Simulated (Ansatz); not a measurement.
Ansatz (a quantum-chemistry and plane-wave program) run on LuHO2 (Pmn2_1, 8 atoms in the cell): relaxation of cell and atoms.

Computed with LDA (PW92), PAW files made with PBE (plane waves; Ansatz).

```
LuHO2
1.0
    3.35851     0.00000     0.00000
    0.00000     4.72909     0.00000
    0.00000     0.00000     5.30650
Lu H O
2 2 4
Direct
  0.00000   0.72145   0.98413
  0.50000   0.27855   0.48413
  0.50000   0.18768   0.96171
  0.00000   0.81232   0.46171
  0.50000   0.01517   0.85082
  0.00000   0.98483   0.35082
  0.00000   0.51551   0.62612
  0.50000   0.48449   0.12612
```

Reference input (self-consistent single point, DFT, LDA (PW92), plane waves, PAW files made with PBE): kpoints.mp_grid.grid = 7 5 4; hamiltonian.xc = lda; hamiltonian.pseudopotentials = {kind: paw} (the program's default PAW files); scf.occupations.method = fermi_dirac; scf.occupations.width = 0.01 eV. This run's input differs from it in these lines:

```diff
@@ -26,2 +26,4 @@
     width: 0.01
+relax:
+  cell: {}
 output:
```

The program printed (abridged):

```
   [... SCF lines of the steps left out ...]
relax step   1: F+E_penalty+E_count = -31250.73904062 eV  Δ(F+E_penalty+E_count) = +0.000e0 eV  max|allowed force component| = 4.603e-1 eV/Å  Δτ_max = 0.0000 Å  P = -1.575 GPa  Ω = 84.282 Å³  (11 SCF iters, dr2 threshold 1.00e-7 eV, accepted)
relax step   2: F+E_penalty+E_count = -31250.76358237 eV  Δ(F+E_penalty+E_count) = -2.454e-2 eV  max|allowed force component| = 3.547e-1 eV/Å  Δτ_max = 0.0105 Å  P = +0.723 GPa  Ω = 82.846 Å³  energy of the carried Pulay correction = +5.788e-3 eV  [...]
   [... lines left out ...]
relax step  10: F+E_penalty+E_count = -31250.78499876 eV  Δ(F+E_penalty+E_count) = +6.604e-5 eV  max|allowed force component| = 8.773e-4 eV/Å  Δτ_max = 0.0007 Å  P = -0.006 GPa  Ω = 82.157 Å³  energy of the carried Pulay correction = +2.955e-4 eV  [...]
relax step  11: F+E_penalty+E_count = -31250.78457558 eV  Δ(F+E_penalty+E_count) = +4.232e-4 eV  max|allowed force component| = 8.668e-4 eV/Å  Δτ_max = 0.0000 Å  P = -0.009 GPa  Ω = 82.157 Å³  stress off target by 1.14e-2 GPa  SCF on the basis [...]
basis re-selected at this cell: Δ(F+E_penalty+E_count) = +4.232e-4 eV, ΔP = -0.003 GPa vs the last step
the relaxation is at rest under the 4 symmetry operations that the run kept from its start: a minimum is not shown …
Stability not checked: this state was not tested for a lower state beside it, because too few of the mixer's solves of this state at the end of the SCF gave a …
Free energy (F): -31250.784576 eV
Internal energy: -31250.784576 eV  (E = F + TS)
   [... lines left out ...]
Fermi energy:    12.232746 eV
  cell:  # Å, volume = 82.1569 Å³
   [... lines left out ...]
    - { symbol: H, position: [0.0, 0.7969633349116979, 0.46685799191958993] }
    - { symbol: O, position: [0.5, 0.02006072441945866, 0.8524920477098955] }
    - { symbol: O, position: [0.0, 0.9799392755805413, 0.3524920477098954] }
    - { symbol: O, position: [0.0, 0.5233908290426066, 0.61984036161742] }
    - { symbol: O, position: [0.5, 0.47660917095739336, 0.11984036161741995] }
```

The run converged. 

Summary of the result:
```
Quantity                                                                                                                Result
------------------------------------------------  ----------------------------------------------------------------------------
Free energy E − TS (on the zero of these files)                                                                 -31250.7846 eV
Top of the valence band (on the code's own zero)                                                                       9.99 eV
Gap on the k-point mesh                                                                                                4.48 eV
Pressure                                                                                                             -0.01 GPa
Final cell                                        a = 3.3398 Å, b = 4.6610 Å, c = 5.2777 Å, α = 90.00°, β = 90.00°, γ = 90.00°
Final volume per atom                                                                                                 10.27 Å³
Relaxation steps                                                                                                            11
```

The starting cell comes from a database of computed structures (which also holds hypothetical and non-ambient phases and stackings), without a prior relaxation at this level. Spin-orbit coupling is off. The relaxation keeps the symmetry of its start, so its end need not be a minimum. Ansatz's pressure includes its estimate of the finite-basis (Pulay) stress. Without the estimate this run gives -0.67 GPa.

Cost on one core of a shared machine: roughly 2 min.

Keys are those of Ansatz 0.2.
